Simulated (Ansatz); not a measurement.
The reference is CdS in the zinc blende structure (space group F-43m, No. 216; a = 5.825 Å). Axes: x, y, z lie along the cube axes.

The values are results of PBEsol in Ansatz (plane waves to 420 eV, PAW, scalar-relativistic without spin-orbit coupling), earlier PAW set, not measurements.

For the base:

The pressure is 0.00 GPa.

Modification: tensile biaxial strain of 3.14 % in the plane normal to [001], as in epitaxy on a mismatched substrate; the out-of-plane cell vector and the atoms relax.

What does the calculation give for the pressure, energy relative to the base, out-of-plane strain and hole mass after the change?

The pressure (mean of the normal stresses, compression positive) goes from zero to -0.93 GPa; the energy increases by 6.8 meV/atom; the out-of-plane strain comes out as -4.82 %; the hole mass comes out as 0.11 mₑ out of plane, 0.75 mₑ in plane (at Γ).

The levels and masses belong to the bands next to the band gap. Effective masses come from finite differences of ±0.01 Å⁻¹. Whether these cells are dynamically stable was not tested.

Ansatz is a quantum-chemistry and plane-wave program.
